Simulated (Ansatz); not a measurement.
# Al under a change: pressure 2.1 GPa

The reference is Al in the fcc (Cu type) structure (space group Fm-3m, No. 225; a = 3.992 Å).

It is then changed as follows: cell and atoms relaxed at a pressure of 2.1 GPa.

Calculations: r2SCAN (Ansatz, a quantum-chemistry and plane-wave program; PAW; 500 eV plane waves; no SOC). Γ-centred 20×20×20 mesh, Fermi–Dirac width 0.05 eV.

The volume per atom shrinks by 0.337 Å³ (15.90 Å³ → 15.57 Å³) and the density rises by 0.06 g/cm³ (2.82 g/cm³ → 2.88 g/cm³). The lattice parameter a falls by 0.028 Å, from 3.992 Å to 3.964 Å and the shortest interatomic distance shrinks by 0.020 Å (2.823 Å → 2.803 Å). The enthalpy H = E + PV relative to the base's energy comes out as +0.21 eV/atom and the band gap remains zero.

Final structure:

```
Al
1.0
    0.00000     1.98181     1.98181
    1.98181     0.00000     1.98181
    1.98181     1.98181     0.00000
Al
1
Direct
  0.00000   0.00000   0.00000
```

Cost of the whole job for the changed cell (relaxation, final SCF and bands): very roughly 6 core-seconds.

Load acts through the strain it causes; cell and atoms are relaxed under it. No phonon test of stability was made.
